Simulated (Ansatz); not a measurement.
Reference: Li₃Sb (Fm-3m), PBEsol, rigid bands (plane waves, PAW, scalar-relativistic; Ansatz, a program for electronic structure); axes and stresses refer to this cell.

```
CELL_PARAMETERS angstrom
      0.00000     3.24400     3.24400
      3.24400     0.00000     3.24400
      3.24400     3.24400     0.00000
ATOMIC_POSITIONS crystal
  Li 0.50000 0.50000 0.50000
  Li 0.75000 0.75000 0.75000
  Li 0.25000 0.25000 0.25000
  Sb 0.00000 0.00000 0.00000
```

- band gap: 0.72 eV
- Seebeck coefficient, p-type 1e19 cm⁻³: 391 μV/K
- electron conductivity mass: 0.37 mₑ

### Question
Change: functional r2SCAN on the same cell. What happens to band gap, Seebeck coefficient, p-type 1e19 cm⁻³, electron conductivity mass?

### Answer
band gap goes up to 1.11 eV; Seebeck coefficient, p-type 1e19 cm⁻³ moves little, to 393 μV/K; electron conductivity mass shrinks to 0.36 mₑ.

Masses are for dilute carriers at 300 K, harmonic means over directions unless an axis is named. Seebeck coefficients are for the stated density at 300 K, with one relaxation time for all states and whether or not that doping can be reached. Spin-orbit coupling is left out unless a row names it; without it the gap and masses of crystals with these elements can be far off. 

Formula and space group known from diffraction (Crystallography Open Database), not checked to be the room-temperature form: Li3Sb (Fm-3m).
